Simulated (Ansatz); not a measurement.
**Effect of Mn on a Si site, symmetric start on FeSi**

Consider a 16-atom supercell of FeSi (space group P2_13, No. 198; a = 4.4035 Å; non-magnetic) at its relaxed geometry.

Now apply this change: one Si atom is replaced by Mn, atoms relaxed at fixed cell.

Level of theory: PBEsol/PAW in Ansatz (a program for electronic structure), no spin-orbit coupling. Γ-centred 8×8×8 mesh, Fermi–Dirac width 0.01 eV.

The largest displacement of a host atom from its site in the perfect cell is 0.13 Å and the mean distance from the defect site to its nearest host atoms rises by 0.03 Å, from 2.26 Å to 2.29 Å.

Final structure:

```
CELL_PARAMETERS angstrom
      4.40352    -4.40352     0.00000
      0.00000     4.40352    -4.40352
      0.00000     4.40352     4.40352
ATOMIC_POSITIONS crystal
  Fe 0.13500 0.06750 0.20249
  Fe 0.15238 0.57619 0.72857
  Fe 0.64169 0.07830 0.93124
  Fe 0.64062 0.56874 0.42645
  Fe 0.85294 0.56339 0.93124
  Fe 0.85771 0.07188 0.42645
  Fe 0.36784 0.28955 0.93124
  Fe 0.35457 0.78583 0.42645
  Mn 0.85269 0.42635 0.27904
  Si 0.83933 0.91966 0.75899
  Si 0.33425 0.42077 0.57194
  Si 0.34611 0.92758 0.08068
  Si 0.15117 0.91348 0.57194
  Si 0.15310 0.41853 0.08068
  Si 0.65847 0.23770 0.57194
  Si 0.66215 0.73457 0.08068
```

The magnetic state is the one reached from the starting moments; the real material's order can differ, and small cells can't hold many antiferromagnetic ones. In so small a cell the defect repeats every few ångströms: this is an ordered compound, not a dilute defect. The defect started on the symmetric site and kept its symmetry, so it may sit on a saddle. Starting moments died away, wholly or in part, for the base; another magnetic solution may exist. Spin-polarised in the final run: Mn on a Si site; the other runs are not. The defect cell is spin-polarised and ends with 3.0 μB.
